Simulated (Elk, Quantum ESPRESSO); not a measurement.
An Elk input for a self-consistent single point of SbPt (P6_3/mmc, 4 atoms in the cell) (DFT, PBEsol, all-electron FP-LAPW, Elk's shipped species files, default APW+lo basis):

```
tasks
  0

xctype
  22

rgkmax
  7.0

rmtscf
  0.86

stype
  3

swidth
  0.00367493

avec
    7.7623838483   -0.0000003123    0.0000000000
   -3.8811916537    6.7224217627    0.0000000000
    0.0000000000    0.0000000000   10.2927618344

atoms
  2   : nspecies
  'Sb.in'   : spfname
  2   : natoms; atposl, bfcmt below
  0.6666666667  0.3333333333  0.7500000000    0.0 0.0 0.0
  0.3333333333  0.6666666667  0.2500000000    0.0 0.0 0.0
  'Pt.in'   : spfname
  2   : natoms; atposl, bfcmt below
  0.0000000000  0.0000000000  0.5000000000    0.0 0.0 0.0
  0.0000000000  0.0000000000  0.0000000000    0.0 0.0 0.0

ngridk
  8 8 5
```

**Question.** Translate this input to Quantum ESPRESSO.

**Answer.** This is the input that was run; spellings and numerical settings could be chosen otherwise.

```fortran
&control
    calculation = 'scf',
    prefix = 'sbpt',
    outdir = './work',
    pseudo_dir = './',
    tprnfor = .true.,
    tstress = .true.,
/
&system
    ibrav = 0,
    nat = 4,
    ntyp = 2,
    ecutwfc = 40,
    ecutrho = 320,
    occupations = 'smearing',
    smearing = 'fermi-dirac',
    degauss = 0.0073499,
    input_dft = 'pbesol',
/
&electrons
    conv_thr = 1.0e-11,
    mixing_beta = 0.5,
/
ATOMIC_SPECIES
Sb   121.7600  sb_pbe_v1.4.uspp.F.UPF
Pt   195.0840  pt_pbe_v1.4.uspp.F.UPF
ATOMIC_POSITIONS bohr
Sb    3.8811919241    2.2408072022    7.7195713758
Sb    0.0000000000    4.4816144044    2.5731904586
Pt    0.0000000000    0.0000000000    5.1463809172
Pt    0.0000000000    0.0000000000    0.0000000000
K_POINTS automatic
8 8 5  0 0 0
CELL_PARAMETERS angstrom
   4.1076766348     0.0000000000     0.0000000000
  -2.0538383174     3.5573523163     0.0000000000
   0.0000000000     0.0000000000     5.4466950000
```

Basis settings and potentials, where a program has them, do not carry over. This input uses DFT, PBEsol, plane waves, SSSP 1.1.2 efficiency (PBE) pseudopotentials.

The starting cell comes from a database of computed structures (which also holds hypothetical and non-ambient phases and stackings), without a prior relaxation at this level. Its lattice was rescaled by a random factor within 2.5 % of one.
